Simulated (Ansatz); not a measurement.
Effective masses and thermopower of monolayer SnSe$_{2}$

Consider the following.

```
SnSe2
1.0
    3.86814     0.00000     0.00000
   -1.93407     3.34991     0.00000
    0.00000     0.00000    19.09975
Sn Se
1 2
Cartesian
  0.00000   0.00000   9.54987
  0.00000   2.23327  11.14508
  1.93407   1.11664   7.95467
```

Method: PBE, rigid bands (plane waves, PAW, scalar-relativistic; Ansatz, an electronic-structure program). How the cell was made: cell and atoms relaxed with PBE.

```json
{
 "band_gap": "0.79 eV",
 "electron conductivity mass (300 K, dilute)": "0.34 mₑ",
 "effective density of states N_c (300 K)": "1.3e13 cm⁻²",
 "Seebeck coefficient, n-type 1.9e12 cm⁻², 300 K": "-336 μV/K"
}
```

Rigid bands; masses and Seebeck coefficients take one relaxation time τ for all states and one kind of carrier; polarons and phonon drag are left out. Spin-orbit coupling is left out.

Model free-standing layer, not matched to a measured one here: monolayer SnSe2.
